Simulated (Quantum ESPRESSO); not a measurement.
Input and output of a self-consistent single point for Al6Ru (Cmcm, 14 atoms in the cell) (Quantum ESPRESSO).

Computed with rVV10, GBRV 1.5 ultrasoft (PBE) pseudopotentials (plane waves; Quantum ESPRESSO).

```
Al6Ru
1.0
    3.72977     3.26013     0.00000
   -3.72977     3.26013     0.00000
    0.00000     0.00000     8.91300
Al Ru
12 2
Direct
  0.68099   0.31901   0.00000
  0.31901   0.68099   0.00000
  0.31901   0.68099   0.50000
  0.68099   0.31901   0.50000
  0.14280   0.14280   0.90159
  0.85720   0.85720   0.09841
  0.85720   0.85720   0.40159
  0.14280   0.14280   0.59841
  0.97895   0.61723   0.75000
  0.02105   0.38277   0.25000
  0.38277   0.02105   0.25000
  0.61723   0.97895   0.75000
  0.46497   0.46497   0.75000
  0.53503   0.53503   0.25000
```

Reference input (self-consistent single point, DFT, PBEsol, plane waves, GBRV 1.5 ultrasoft (PBESOL) pseudopotentials): ecutwfc = 40 Ry; ecutrho = 320 Ry; occupations = smearing; smearing = fermi-dirac; degauss = 0.0073499 Ry; potentials = {Al: al_pbesol_v1.uspp.F.UPF, Ru: ru_pbesol_v1.2.uspp.F.UPF}; K_POINTS = automatic 7 7 4 0 0 0; conv_thr = 1e-11 Ry. This run's input differs from it in these lines:

```diff
@@ -20,2 +20,3 @@
   degauss = 0.0073499,
+  input_dft = 'rvv10',
 /
@@ -25,4 +26,4 @@
 ATOMIC_SPECIES
-Al    26.9815  al_pbesol_v1.uspp.F.UPF
-Ru   101.0700  ru_pbesol_v1.2.uspp.F.UPF
+Al    26.9815  al_pbe_v1.uspp.F.UPF
+Ru   101.0700  ru_pbe_v1.2.uspp.F.UPF
 ATOMIC_POSITIONS crystal
```

Output, abridged:

```
     Self-consistent Calculation

     iteration #  1     ecut=    40.00 Ry     beta= 0.70

     negative rho (up, down):  1.526E-01 0.000E+00

     total energy              =    -469.61266147 Ry
     estimated scf accuracy    <       0.96941238 Ry

     iteration #  2     ecut=    40.00 Ry     beta= 0.70

     negative rho (up, down):  1.522E-01 0.000E+00

     total energy              =    -469.22296978 Ry
     estimated scf accuracy    <       4.16860270 Ry

     iteration #  3     ecut=    40.00 Ry     beta= 0.70

     negative rho (up, down):  1.534E-01 0.000E+00

     total energy              =    -469.92066945 Ry
     estimated scf accuracy    <       0.54736343 Ry

   [... 8 blocks of this kind left out ...]

     iteration # 12     ecut=    40.00 Ry     beta= 0.70

     negative rho (up, down):  1.548E-01 0.000E+00

     total energy              =    -469.99563977 Ry
     estimated scf accuracy    <          5.7E-10 Ry

     iteration # 13     ecut=    40.00 Ry     beta= 0.70

     negative rho (up, down):  1.548E-01 0.000E+00
     End of self-consistent calculation

     the Fermi energy is    10.3375 ev

!    total energy              =    -469.99563977 Ry
     estimated scf accuracy    <          3.2E-12 Ry
     smearing contrib. (-TS)   =      -0.00937354 Ry
     internal energy E=F+TS    =    -469.98626623 Ry

     convergence has been achieved in  13 iterations

     negative rho (up, down):  1.548E-01 0.000E+00

     Forces acting on atoms (cartesian axes, Ry/au):

     atom    1 type  1   force =     0.00529757    0.00000000   -0.00000000
     atom    2 type  1   force =    -0.00529757    0.00000000    0.00000000
     atom    3 type  1   force =    -0.00529757    0.00000000   -0.00000000
     atom    4 type  1   force =     0.00529757    0.00000000    0.00000000
     atom    5 type  1   force =    -0.00000000   -0.00679439    0.00397497
   [... lines left out ...]
     Total force =     0.023023     Total SCF correction =     0.000000
   [... lines left out ...]

     negative rho (up, down):  1.548E-01 0.000E+00
          total   stress  (Ry/bohr**3)                   (kbar)     P=       38.52
   0.00024091   0.00000000   0.00000000           35.44        0.00        0.00
   0.00000000   0.00027529   0.00000000            0.00       40.50        0.00
   0.00000000   0.00000000   0.00026934            0.00        0.00       39.62

   JOB DONE.
```

The run converged in 13 iterations. Against the reference run the pressure goes from 0.37 to 3.85 GPa and the largest force goes from 0.047 to 0.202 eV/Å.

The starting cell comes from a database of computed structures (which also holds hypothetical and non-ambient phases and stackings), without a prior relaxation at this level. Spin polarisation is off. With a pressure of about 4 GPa the cell is away from its equilibrium volume at this level.

Cost on one core of a shared machine: roughly 8 min.
